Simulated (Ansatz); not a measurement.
Input:

```
CELL_PARAMETERS angstrom
      0.00000     2.33482     2.33482
      2.33482     0.00000     2.33482
      2.33482     2.33482     0.00000
ATOMIC_POSITIONS crystal
  As 0.75000 0.75000 0.75000
  B  0.00000 0.00000 0.00000
```

No spin polarisation.

A single point on BAs with a change (isotropic strain −2.06 %), its geometry relaxed with PBEsol.

Method: r2SCAN (Ansatz, a quantum-chemistry and plane-wave program, PAW, no spin-orbit coupling). k-mesh 12×12×12 (Γ-centred); smearing 0.05 eV (Fermi–Dirac).

Problem. Predict the pressure, smallest direct gap and band gap.

Solution. 
```json
{
 "pressure": "11.83 GPa",
 "smallest_direct_gap": "3.52 eV",
 "band_gap": "1.30 eV"
}
```

Single points use the geometry relaxed with PBEsol. No phonon test of stability was made. The cell was made from BAs in the zinc blende structure (space group F-43m, No. 216) by this change: isotropic strain −2.06 %.
